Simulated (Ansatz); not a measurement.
**Short convergence ladders for a (001) slab of Hf2Hg (cut from a parent of space group no. 139; 6 atoms in the cell)**

```xyz
6
Lattice="3.3201 0.0000 0.0000 0.0000 3.3201 0.0000 0.0000 0.0000 23.6185" Properties=species:S:1:pos:R:3 pbc="T T T"
Hf     1.6600     1.6600    16.6185
Hf     0.0000     0.0000     7.0000
Hg     0.0000     0.0000    14.7013
Hf     0.0000     0.0000    10.8344
Hf     1.6600     1.6600    12.7841
Hg     1.6600     1.6600     8.9172
```

Base method: PBEsol, default PAW files made with PBE (plane waves; Ansatz, a quantum-chemistry and plane-wave program).

Base settings: basis.ecutwfc = 30.9 Ry; kpoints.mp_grid.grid = 9 9 1; hamiltonian.xc = pbesol; hamiltonian.pseudopotentials = {kind: paw} (the program's default PAW files); scf.occupations.method = fermi_dirac; scf.occupations.width = 0.0073 Ry.

The count of work is k-points × plane waves × bands × iterations; it is no time. Core times come from one kind of shared machine, to one figure; runs under 30 s give none.

**The vacuum**

The mesh stays at the base's, so the ladder's end is converged at best in this setting alone.

Only quantities that move along the ladder and can be compared are tabulated.

```tsv
vacuum between outermost atoms (Å)	free energy less the last step's (meV/atom)	largest difference of a force vector from the last step's (eV/Å)	count of work / last
3.0	-386.02	1.781	0.29
4.0	-171.33	0.925	0.27
5.0	-58.13	0.432	0.29
6.0	-13.57	0.153	0.35
7.0	-1.55	0.035	0.38
8.0	0.14	0.006	0.40
10.0	0.07	0.001	0.44
12.0	0.01	0.000	0.49
14.0	0.00	0.000	0.54
17.0	0.00	0.000	0.60
20.0	0.00	0.000	0.67
25.0	0.00	0.000	0.87
30.0	0.00	0.000	1.0
```

Smallest vacuum between outermost atoms (Å) that holds the forces within 0.02 eV/Å of the last step, with all finer ones: 8.0, at 0.40 of the last step's count of work; the step before is off by 0.035 eV/Å.

Smallest vacuum between outermost atoms (Å) that holds the free energy within 5 meV/atom of the last step, with all finer ones: 7.0, at 0.38 of the last step's count of work; the step before is off by 14 meV/atom.

**The k-point mesh**

Only quantities that move along the ladder and can be compared are tabulated.

```csv
kpoints.mp_grid.grid,free energy less the last step's (meV/atom),largest difference of a force vector from the last step's (eV/Å),count of work / last,core time / last (rough)
2 2 1,-276.42,0.053,0.048,–
3 3 1,63.69,0.457,0.040,–
4 4 1,30.35,0.115,0.073,–
5 5 1,-2.30,0.040,0.066,–
6 6 1,-0.41,0.029,0.12,–
7 7 1,1.88,0.036,0.11,–
9 9 1,-0.11,0.009,0.16,–
10 10 1,-0.20,0.006,0.23,–
12 12 1,-0.04,0.003,0.31,0.3
14 14 1,0.02,0.002,0.40,0.4
16 16 1,-0.05,0.001,0.49,0.5
19 19 1,0.00,0.000,0.60,0.6
22 22 1,0.00,0.000,0.86,0.9
25 25 1,0.00,0.000,1.0,1
```

Coarsest kpoints.mp_grid.grid that holds the forces within 0.02 eV/Å of the last step, with all finer ones: 9 9 1, at 0.16 of the last step's count of work; the step before is off by 0.036 eV/Å.

Coarsest kpoints.mp_grid.grid that holds the free energy within 5 meV/atom of the last step, with all finer ones: 5 5 1, at 0.066 of the last step's count of work; the step before is off by 30 meV/atom.

**The plane-wave cutoff**

The mesh stays at the base's, so the ladder's end is converged at best in this setting alone.

Only quantities that move along the ladder and can be compared are tabulated.

```tsv
basis.ecutwfc	free energy less the last step's (meV/atom)	largest difference of a force vector from the last step's (eV/Å)	count of work / last
15.4 Ry	5272.10	0.212	0.15
18.4 Ry	1108.50	0.111	0.18
21.7 Ry	135.46	0.017	0.21
26.1 Ry	4.50	0.002	0.27
30.9 Ry	1.43	0.000	0.36
37.1 Ry	0.34	0.000	0.46
46.3 Ry	0.11	0.000	0.65
61.7 Ry	0.00	0.000	1.0
```

Coarsest basis.ecutwfc that holds the forces within 0.01 eV/Å of the last step, with all finer ones: 26.1 Ry, at 0.27 of the last step's count of work; the step before is off by 0.017 eV/Å.

Coarsest basis.ecutwfc that holds the free energy within 0.5 meV/atom of the last step, with all finer ones: 37.1 Ry; the step before is off by 1.4 meV/atom.

On the base run: the starting cell comes from a database of computed structures (which also holds hypothetical and non-ambient phases and stackings), without a prior relaxation at this level. The slab is cut from that crystal, and its faces are unrelaxed. Its lattice was rescaled by up to half a per cent.

Left out of this page: 1 run of the series outside the window shown, repeating another row's setting, or not comparable.

Keys are those of Ansatz 0.2.
